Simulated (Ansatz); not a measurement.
Defect migration in rutile SnO2: interstitial O, neutral cell. The step: a concerted move, in which O travels most; the atom moves 2.99 Å along (0.42, -0.42, 0.28) of the unit cell; the moving atom starts with neighbours O at 1.50; Sn at 2.06 Å and ends with O at 1.50; Sn at 2.06 Å. DFT values are from Ansatz (plane-wave PAW, 420 eV unless said) in a cell of 72 host sites, spin-restricted, static, with no finite-size correction. The charge state is imposed; whether it is stable for some Fermi level was not computed. Sites that were not tried may lie lower. For the PBE band: the saddle point's order was not checked, and it lies on a symmetry element of the cell, where a band can be held.

| Level | Forward barrier (eV) | Cost of the band or of the saddle's single point |
|---|---|---|
| PBE, one k-point at (0.250, 0.250, 0.250), band relaxed | 3.43 | about 40 core-minutes (a rough figure) |
| PBE, a 2×2×2 k-point mesh shifted by half a step, same geometries | 3.44 | roughly 2.5 core-minutes |
| r2SCAN at 500 eV, one k-point at (0.250, 0.250, 0.250), same geometries | 3.77 | roughly 90 core-seconds |

Ansatz is an electronic-structure program.
